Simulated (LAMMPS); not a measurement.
LAMMPS 22 Jul 2025, classical MD, AIREBO (CH.airebo): C, 21952 atoms.

task: MD, nve
potential: AIREBO, CH.airebo
copies of the repeat unit: 14×14×14
shape (slab and sphere leave vacuum in the box): bulk
temperature: 800 K
steps: 200
timestep: 0.5 fs
thermo: 100
newton: on (default)
atom_modify sort (bins of 2 Å where set): 1000 (default)
comm_style: brick (default)
box: 49.9 × 49.9 × 49.9 Å
start: generated diamond lattice, warmed in an untimed run
compared values: energy and forces of the first step, drift over the run

Hardware: Arm Neoverse V2, 96 cores on 1 socket, no SMT, 1 L3 cache group.

Wall times, medians of two to five repeats, each run alone on the node (launch to exit). Unless noted, each process is bound to its own block of adjacent cores. The times hold for this build (PyPI wheel: MPICH, OPENMP and OPT packages). Scratch files lie in a memory file system. A preparatory run goes ahead and isn't timed.

All on 32 ranks. The candidates, on 32 cores each, agree within 1.0 meV/atom in energy, 10 meV/Å in forces on 48 atoms, 0.20 meV an atom in drift of the total energy:
A. skin = 2 Å, neigh_modify = every 1 delay 0 check no
B. skin = 3 Å, neigh_modify = every 1 delay 0 check yes
C. skin = 2 Å, neigh_modify = every 1 delay 0 check yes
D. skin = 0.5 Å, neigh_modify = every 1 delay 0 check yes

Which of these settings finishes first?

C and D, at 4.4 s, level within 8 % or the scatter of repeats. At the other end A takes 5.7× as long.

```tsv
candidate	wall time	repeats	neighbour list builds
C	4.4 s	3 runs within 1 %	0
D	4.4 s	3 runs within 1 %	12
B	5.2 s	3 runs within 1 %	0
A	25 s	2 runs within 1 %	200
```

From the slowest to the fastest: List entries an atom go from 1348 to 1348, Neigh from 20 to 0 s and Pair from 4.1 to 3.9 s.
